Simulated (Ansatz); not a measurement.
Consider BeS in the zinc blende structure (space group F-43m, No. 216; a = 4.796 Å). Axes: x, y, z lie along the cube axes.

The values are results of Ansatz (an electronic-structure program), LDA, PAW, cutoff 420 eV, without spin-orbit coupling, not measurements.

Before the change:

- Smallest direct gap = 5.49 eV
- Band gap = 2.82 eV

It is then changed as follows: biaxial strain +0.42 %, plane normal [111], relaxed out of plane (Cartesian); in-plane vectors clamped, the third vector and the atoms free.

Task: How does this affect the smallest direct gap?

Result: The smallest direct gap drops by 0.043 eV (5.49 eV → 5.44 eV).

Task: Predict the new band gap.

Result: The band gap decreases by 0.018 eV, from 2.82 eV to 2.81 eV.

Task: What happens to the in-plane stress?

Result: The mean in-plane stress (compression positive) is -1.0 GPa.

Task: How does this affect the out-of-plane strain?

Result: The out-of-plane strain is -0.18 %.

No phonon test of stability was made.
